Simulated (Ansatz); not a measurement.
**Carrier doping in hypothetical P6_3/mmc PbS**

The parent structure is PbS (space group P6_3/mmc, No. 194; a = 5.001 Å, c = 5.982 Å; a hypothetical phase, not in the database extracts checked).

Carriers are added at fixed cell with a uniform background; the Fermi–Dirac width is that of 300 K.

The values are results of r2SCAN, PAW, 500 eV (Ansatz, an electronic-structure program; without spin-orbit coupling), not measurements.

Notes on the quantities. Fermi level from band edge: Fermi level relative to the doped band's edge (positive inside the band; to 0.05 eV).

```csv
change,gap between the host's bands,Fermi level from band edge
undoped,1.73 eV,–
electrons 1.5×10^21 cm⁻³,1.71 eV,+0.05 eV
electrons 7.0×10^21 cm⁻³,1.63 eV,+0.20 eV
holes 1.5×10^21 cm⁻³,1.78 eV,+0.40 eV
holes 7.0×10^21 cm⁻³,1.98 eV,+0.65 eV
```

Carriers are added with a uniform compensating background; total energy and stress of such cells depend on the potential's zero and are not compared; many-body gap narrowing is missing at this level. With Pb present, leaving out spin-orbit coupling can change the band edges. No phonon test of stability was made. The base started in P6_3mc and relaxed to P6_3/mmc at this level.
